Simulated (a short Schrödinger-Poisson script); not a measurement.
From a short Schrödinger-Poisson script (our own, NumPy): one-band effective-mass equation with BenDaniel-Duke matching, electrons, heavy and light holes apart, hard walls at the outer ends, one valence edge for both holes (no strain splitting), no charge, excitons, band mixing or non-parabolicity; under a field the levels are quasi-bound states of a box, listed while three quarters of their weight lies within 4 nm of the wells.

System: coupled double GaAs/Al0.25Ga0.75As quantum well.

From the first side: 20 nm Al0.25Ga0.75As; 15 nm GaAs; 1 nm Al0.25Ga0.75As; 15 nm GaAs; 20 nm Al0.25Ga0.75As.

Constants are typed, rounded textbook-type inputs, not results; the design itself was drawn at random and stands for no fabricated device. GaAs: direct gap (eV) 1.424, conduction-band edge (eV) 0, electron mass (mₑ) 0.067, heavy-hole mass 0.377, light-hole mass 0.09. Al0.25Ga0.75As: direct gap (eV) 1.736, conduction-band edge (eV) 0.198, electron mass (mₑ) 0.0878, heavy-hole mass 0.402, light-hole mass 0.1125.

The valence-band edge of each layer lies one gap below its conduction-band edge. The electron's potential energy rises along the stack by the applied field. Mesh 0.03 nm at interfaces.

**Question.** Give the e1 above the well's band edge (meV); the e2 − e1 (meV); the e1-hh1 transition at zero applied field (eV).

**Answer.** e1 above the well's band edge (meV): 11.5; e2 − e1 (meV): 6.7; e1-hh1 transition at zero applied field (eV): 1.439. Excitons are left out, and strain enters only through the typed gaps and offsets, so measured lines lie elsewhere.
